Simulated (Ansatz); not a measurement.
**Os: response to strain**

Base system: Os in the hcp (Mg type) structure (space group P6_3/mmc, No. 194; a = 2.754 Å, c = 4.347 Å; relaxed with 0.1 eV smearing).

Strains are applied to the cell and any free atomic positions relax.

Method: PBE/PAW in Ansatz (a quantum-chemistry and plane-wave program), without spin-orbit coupling.

Candidates:
(a) isotropic strain −1.00 %
(b) isotropic strain +2.50 %
(c) isotropic strain +1.00 %
(d) isotropic strain +3.00 %
(e) isotropic strain −2.00 %

Notes on the quantities. energy relative to the base: free energy F.

Problem. Order them by energy relative to the base, highest first.

Solution. (d) isotropic strain +3.00 % (+128 meV/atom), (b) isotropic strain +2.50 % (+91 meV/atom), (e) isotropic strain −2.00 % (+69 meV/atom), (a) isotropic strain −1.00 % (+17 meV/atom), (c) isotropic strain +1.00 % (+15 meV/atom)

Stability against distortions was not tested. All final runs are without spin polarisation.
